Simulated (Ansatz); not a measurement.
By PBEsol, the system below comes out a metal.

Data:

```
Os
1.0
    2.74613     0.00000     0.00000
   -1.37307     2.37822     0.00000
    0.00000     0.00000     4.32631
Os
2
Direct
  0.33333   0.66667   0.25000
  0.66667   0.33333   0.75000
```

Space group of this cell: P6_3/mmc, hcp (Mg type). The cell is taken as given; by PBEsol its mean pressure is -6.9 GPa.

The current runs along the normal of the first two printed vectors, the (001) plane. All runs by Ansatz (a program for electronic structure), plane waves and PAW, without spin-orbit coupling; the base is PBEsol.

```tsv
run	mean pressure (GPa)	G/A, both spins (10¹⁵ S/m²)
base	-6.9	1.46
all lengths scaled by 0.98	21.1	___
all lengths scaled by 1.02	-27.4	___
lengths across the current scaled by 0.98, ions clamped	10.6	1.50
lengths across the current scaled by 1.02, ions clamped	-20.7	1.43
lengths along the current scaled by 0.97, ions clamped	7.4	1.51
lengths along the current scaled by 1.03, ions clamped	-18.1	___
```

**Question.** Complete the blanks.

**Answer.** 
- all lengths scaled by 0.98, G/A, both spins (10¹⁵ S/m²): 1.54
- all lengths scaled by 1.02, G/A, both spins (10¹⁵ S/m²): 1.40
- lengths along the current scaled by 1.03, ions clamped, G/A, both spins (10¹⁵ S/m²): 1.45
